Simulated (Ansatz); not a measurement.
The parent structure is HfC in the rock salt structure (space group Fm-3m, No. 225; a = 4.6071 Å; relaxed with 0.1 eV smearing).

Computed with Kohn–Sham DFT with the PBEsol functional, run in Ansatz (an electronic-structure program) with PAW and 420 eV plane waves, without spin-orbit coupling.

For the base:

* **Pressure**: 0.0 GPa

Now apply this change: the cell is scaled by 1.0100 in all directions, atoms relaxed at fixed cell.

### Question
What happens to the energy relative to the base?

### Answer
The energy goes up by 8.3 meV/atom.

### Question
What happens to the pressure?

### Answer
The pressure goes from zero to -7.0 GPa.

The cells carry an imposed strain or load. No phonon test of stability was made. All final runs are without spin polarisation.
